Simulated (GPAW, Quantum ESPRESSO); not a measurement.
A GPAW input for a self-consistent single point of BaSn3Pd (I4mm, 5 atoms in the cell) (DFT LDA (Perdew-Wang 92), plane waves, GPAW PAW datasets LDA (gpaw-data 1.0.1)):

```python
from ase import Atoms
from ase.units import GPa
from gpaw import GPAW

atoms = Atoms(['Ba', 'Sn', 'Sn', 'Sn', 'Pd'],
              cell=[[-2.419007, 2.419007, 5.522413],
                    [2.419007, -2.419007, 5.522413],
                    [2.419007, 2.419007, -5.522413]],
              scaled_positions=[[0.999990, 0.999990, 0.000000],
                                [0.249540, 0.749540, 0.500000],
                                [0.749540, 0.249540, 0.500000],
                                [0.412560, 0.412560, 0.000000],
                                [0.650380, 0.650380, 0.000000]],
              pbc=True)

calc = GPAW(mode={'name': 'pw', 'ecut': 600},
            xc='LDA',
            kpts=(5, 5, 5),
            occupations={'name': 'fermi-dirac', 'width': 0.05},
            nbands=-13,
            convergence={'density': 1e-05, 'energy': 1e-05},
            symmetry={'symmorphic': False, 'tolerance': 0.0005},
            maxiter=150)

atoms.calc = calc

energy = atoms.get_potential_energy()
print('Energy (eV):', round(energy, 6))
forces = atoms.get_forces()
print('Forces (eV/Ang):')
print(forces.round(5))
stress = atoms.get_stress()
print('Stress (GPa, Voigt):', (stress / GPa).round(4))
```

Question: Write the same calculation as an input for Quantum ESPRESSO.

Answer: One input that does it (others would too):

```fortran
&CONTROL
  calculation = 'scf',
  prefix = 'run',
  outdir = './tmp/',
  pseudo_dir = './',
  tprnfor = .true.,
  tstress = .true.,
/
&SYSTEM
  ibrav = 7,
  celldm(1) = 9.1425214471,
  celldm(3) = 2.282925597156,
  nat = 5,
  ntyp = 3,
  ecutwfc = 85,
  occupations = 'smearing',
  smearing = 'fd',
  degauss = 0.0036749,
/
&ELECTRONS
  conv_thr = 1.0e-11,
  mixing_beta = 0.3,
/
ATOMIC_SPECIES
Ba   137.3270  Ba.upf
Sn   118.7100  Sn.upf
Pd   106.4200  Pd.upf
ATOMIC_POSITIONS {angstrom}
Ba    0.0000000000    0.0000000000   11.0447155517
Sn    0.0000000000    2.4190070000    2.7561258800
Sn   -2.4190070000    0.0000000000    2.7561258800
Sn    0.0000000000    0.0000000000    4.5566534146
Pd    0.0000000000    0.0000000000    7.1833339339
K_POINTS {automatic}
5 5 5  0 0 0
```

Basis settings and potentials, where a program has them, do not carry over. This input uses DFT, LDA (PW92), plane waves, PseudoDojo standard norm-conserving (LDA) pseudopotentials. LDA parametrisations can differ slightly between programs.

The starting cell comes from a database of computed structures (which also holds hypothetical and non-ambient phases and stackings), without a prior relaxation at this level. For this run, on top of that: lattice scaled by 0.98.
